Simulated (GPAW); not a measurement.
Band structure of MoS2 (P-3m1, 3 atoms in the cell).

```xyz
3
Lattice="3.2275 0.0000 0.0000 -1.6137 2.7951 0.0000 0.0000 0.0000 6.3125" Properties=species:S:1:pos:R:3 pbc="T T T"
Mo     0.0000     0.0000     3.1562
S      0.0000     1.8634     1.6117
S      1.6137     0.9317     4.7008
```

Method of the run: LDA (Perdew-Wang 92), GPAW PAW datasets LDA (gpaw-data 1.0.1) (plane waves; GPAW 25.7.0).

Settings: mode = pw; ecut = 600 eV; xc = LDA; kpts = 15 15 7; mesh shift (steps) = 0 0 0; occupations.name = methfessel-paxton; occupations.width = 0.1 eV; occupations.order = 0; nbands = -9; convergence.density = 1e-05 e/electron; convergence.energy = 1e-05 eV/electron; symmetry.symmorphic = false; symmetry.tolerance = 0.0005; maxiter = 100.

The starting cell comes from a database of computed structures (which also holds hypothetical and non-ambient phases and stackings), without a prior relaxation at this level. Spin polarisation is off.

Levels in eV from the Fermi level, bands 10 to 17:
```json
[
 {"point": "Γ", "10": "-1.81", "11": "-1.11", "12": "-0.98", "13": "-0.98", "14": "-0.29", "15": "-0.29", "16": "3.18", "17": "3.18"},
 {"point": "M", "10": "-4.07", "11": "-3.18", "12": "-1.75", "13": "-1.72", "14": "0.88", "15": "1.64", "16": "3.61", "17": "3.69"},
 {"point": "K", "10": "-3.84", "11": "-3.84", "12": "-3.43", "13": "0.57", "14": "0.79", "15": "0.79", "16": "2.79", "17": "2.79"},
 {"point": "A", "10": "-3.63", "11": "-0.99", "12": "-0.99", "13": "-0.36", "14": "-0.36", "15": "-0.08", "16": "3.34", "17": "3.34"},
 {"point": "L", "10": "-4.13", "11": "-2.37", "12": "-2.12", "13": "-1.60", "14": "0.88", "15": "1.66", "16": "3.27", "17": "4.42"},
 {"point": "H", "10": "-3.79", "11": "-3.77", "12": "-3.77", "13": "0.32", "14": "0.32", "15": "0.58", "16": "3.56", "17": "3.56"}
]
```

Bands cross the Fermi level along this path, so the cell is metallic at this level.
